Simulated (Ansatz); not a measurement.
## Hypothetical P4_2/mnm ZnS, response to strain

Base system: ZnS (space group P4_2/mnm, No. 136; a hypothetical phase, not in the database extracts checked).

```yaml
crystal:
  lattice:
    - [6.62985, 0.00000, 0.00000]
    - [0.00000, 6.62985, 0.00000]
    - [0.00000, 0.00000, 3.86129]
  atoms:
    - { symbol: Zn, position: [0.32483, 0.67517, 0.00000] }
    - { symbol: Zn, position: [0.67517, 0.32483, 0.00000] }
    - { symbol: Zn, position: [0.82483, 0.82483, 0.50000] }
    - { symbol: Zn, position: [0.17517, 0.17517, 0.50000] }
    - { symbol: S, position: [0.31428, 0.31428, 0.00000] }
    - { symbol: S, position: [0.68572, 0.68572, 0.00000] }
    - { symbol: S, position: [0.18572, 0.81428, 0.50000] }
    - { symbol: S, position: [0.81428, 0.18572, 0.50000] }
```

Cartesian axes are those of the cell as printed.

Strains are applied to the cell and any free atomic positions relax; under biaxial strain the out-of-plane vector relaxes too; under stress the whole cell relaxes.

Levels (all Ansatz, a first-principles code, PAW): PBE (420 eV, scalar-relativistic without spin-orbit coupling); PBEsol (420 eV, no spin-orbit coupling).

The base cell above is that of PBE; each level relaxes its own structures.

```csv
case,"band gap, PBE","band gap, PBEsol"
"biaxial strain +1.19 %, plane normal [001], relaxed out of plane",2.06 eV,2.14 eV
"biaxial strain +1.74 %, plane normal [001], relaxed out of plane",2.01 eV,2.08 eV
tensor shear ε_xz = +0.68 %,2.15 eV,(withheld)
"uniaxial stress, 2 GPa tension along x",2.08 eV,(withheld)
```

Question: Some entries are withheld; estimate them.

Answer: 
- tensor shear ε_xz = +0.68 %, band gap, PBEsol: 2.22 eV
- uniaxial stress, 2 GPa tension along x, band gap, PBEsol: 2.16 eV

PBE lies below PBEsol in every row, by 0.07 eV to 0.08 eV. They put the cases in the same order.

Semilocal Kohn–Sham gaps tend to fall short of experiment. Beyond what the load breaks, stability against distortions was not tested.
